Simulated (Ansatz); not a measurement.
SnPSe₃ (P2₁/c, No. 14), treated with HSE06 (PAW; Ansatz, an electronic-structure program).

Run with plane-wave cutoff 460 eV, 4×4×4 k mesh, Fermi–Dirac smearing 0.01 eV, scalar-relativistic PAW data made under PBE.

Cell (measured lattice):

```xyz
20
Lattice="6.8100 0.0000 0.0000 0.0000 7.6790 0.0000 -6.6135 0.0000 9.6588" Properties=species:S:1:pos:R:3 pbc="T T T"
Se     0.8962     0.0576     7.4305
Se    -4.0064     3.8971     7.0577
Se    -0.6997     7.6214     2.2283
Se     4.2029     3.7819     2.6011
Se    -0.9850     5.3592     9.2579
Se    -2.1252     1.5197     5.2302
Se     1.1815     2.3198     0.4008
Se     2.3217     6.1593     4.4286
P     -0.3231     0.8155     4.2025
P      3.8264     4.6550     0.6269
P      0.5196     6.8635     5.4562
P     -3.6299     3.0240     9.0319
Se     2.2971     6.2077     0.5409
Se     1.2061     2.3682     4.2885
Se    -2.1006     1.4713     9.1179
Se    -1.0096     5.3108     5.3703
Sn    -0.1120     2.8789     7.2827
Sn    -2.9983     6.7184     7.2054
Sn     0.3085     4.8001     2.3761
Sn     3.1948     0.9606     2.4533
```

What does this level give for the band gap, smallest direct gap on the k points sampled and direct gap at Γ?


* **band gap**: 1.77 eV
* **smallest direct gap on the k points sampled**: 2.01 eV
* **direct gap at Γ**: 2.40 eV

Note: cell and atoms aren't relaxed at this level (pressure 0.5 GPa).

Spin–orbit coupling is not included.

The computed numbers hold no vibrational or temperature effects.

Cost on a shared machine: about 3 core-hours (a rough figure).
